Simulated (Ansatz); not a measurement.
Here is the system:

```
CELL_PARAMETERS angstrom
      2.19355     1.26645    10.09488
     -2.19355     1.26645    10.09488
      0.00000    -2.53289    10.09488
ATOMIC_POSITIONS crystal
  Bi 0.40015 0.40015 0.40015
  Bi 0.59985 0.59985 0.59985
  Te 0.00000 0.00000 0.00000
  Te 0.20934 0.20934 0.20934
  Te 0.79066 0.79066 0.79066
```

No spin polarisation.

Level of theory: PBE-D3(BJ) (Ansatz, an electronic-structure program; PAW; 420 eV plane waves; no SOC). Settings: 9×9×9 k-points, 0.05 eV Fermi–Dirac smearing.

Problem. Estimate the electron mass.

Solution. 0.13 mₑ along c, 0.074 mₑ across (at Γ).

Problem. What band gap does the calculation give?

Solution. 0.26 eV.

Problem. Predict the hole mass.

Solution. 0.14 mₑ along c, 0.052 mₑ across (at Γ).

Spin-orbit coupling, missing from the scalar runs, can matter with Bi and Te. Masses are band curvatures over ±0.01 Å⁻¹ around the edge. No phonon test of stability was made. The cell was made from Bi2Se3 by this change: Se → Te. The zero or small gap of Bi2Te3 can change with the level of theory.
